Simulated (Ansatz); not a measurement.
BaAl4 (I4/mmm, No. 139), treated with PBEsol in Ansatz (PAW).

Run with plane-wave cutoff 520 eV, 18×18×18 k mesh, Fermi–Dirac smearing 0.05 eV, scalar-relativistic PAW data made under PBE.

Shape and atoms are relaxed at each volume.

Pressure at four volumes; x = ln(V/22.911 Å³). One pressure is withheld.

```tsv
V (Å³/atom)	x	P (GPa)
21.995	-0.0408	2.45
22.911	0.0000	0.00
23.369	0.0198	-1.05
23.828	0.0392	?
```

Problem. Pass a parabola P(x) through the three rows shown, estimate the bulk modulus and its pressure derivative near zero pressure, and predict the withheld pressure.

Solution. Slopes between the rows: (0.00 − (2.45))/(0.0000 − (-0.0408)) = -60.05 and (-1.05 − (0.00))/(0.0198 − (0.0000)) = -53.03 GPa. Their difference over the span 0.0606 is c = 7.02/0.0606 = 115.8 GPa, so P(x) = 2.45 + (-60.05)(x − (-0.0408)) + 115.8 (x − (-0.0408))(x − (0.0000)). At the middle row B = −dP/dx = −[-60.05 + 115.8 × 0.0408] = 55.3 GPa, and B′ = dB/dP = 2c/B = 4.2. At x = 0.0392 the parabola gives -1.99 GPa; the run gives -1.99 GPa. The Birch–Murnaghan fit to the energies at all volumes has B0 = 55.1 GPa and B′ = 4.1.

Spin–orbit coupling is not included.

Ansatz is an electronic-structure program.
